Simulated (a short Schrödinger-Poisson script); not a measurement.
Structure: gated Al0.33Ga0.67As/GaAs modulation-doped gas, at 300 K.

| layer | material | thickness (nm) | Nd (cm⁻³) | Na (cm⁻³) |
|---|---|---|---|---|
| 1 | Al0.33Ga0.67As | 30 | - | - |
| 2 | Al0.33Ga0.67As | 10 | 2.5e18 | - |
| 3 | Al0.33Ga0.67As | 2 | - | - |
| 4 | GaAs | 6000 | - | 4e14 |

The device is made up for the run: typed textbook-type constants, with dimensions and the other settings drawn at random. Al0.33Ga0.67As: permittivity 11.96, conduction-band edge (eV) 0.261, gap (eV) 1.836, electron mass (mₑ) 0.0944, Nv at 300 K (cm⁻³) 9e18. GaAs: permittivity 12.9, conduction-band edge (eV) 0, gap (eV) 1.424, Nv at 300 K (cm⁻³) 9e18.

Channel valleys (confinement mass, in-plane density-of-states mass, number): Γ 0.067, 0.067, 1. At the gate the conduction-band edge of layer 1 lies 1.01 eV − eVg above the Fermi level of the channel; the field vanishes at the back. Donor level 0.02 eV below the band edge. The barrier under the gate holds no holes. Gaps are held at their typed values at every temperature. Mesh 0.08 nm at interfaces.

From a short Schrödinger-Poisson script (our own, NumPy): 1D Poisson equation in equilibrium, electrons quantum, Hartree plus LDA exchange-correlation (BenDaniel-Duke, 40 states a valley, the channel's in-plane mass for all, wave functions free to enter the barrier), parabolic valleys, classical holes, donors ionised by Fermi statistics, acceptors fully, no traps, pinning or gate leakage.

Problem. List the lowest subbands of each valley and their electrons at Vg = 0.5 V.

Solution. 
| valley | subband | energy from the Fermi level (meV) | electrons (cm⁻²) | share (%) |
|---|---|---|---|---|
| Γ | 0 | -20.6 | 8.46e11 | 69.9 |
| Γ | 1 | 31.4 | 1.88e11 | 15.6 |
| Γ | 2 | 59.4 | 6.93e10 | 5.7 |

All electrons: 1.21e12 cm⁻².
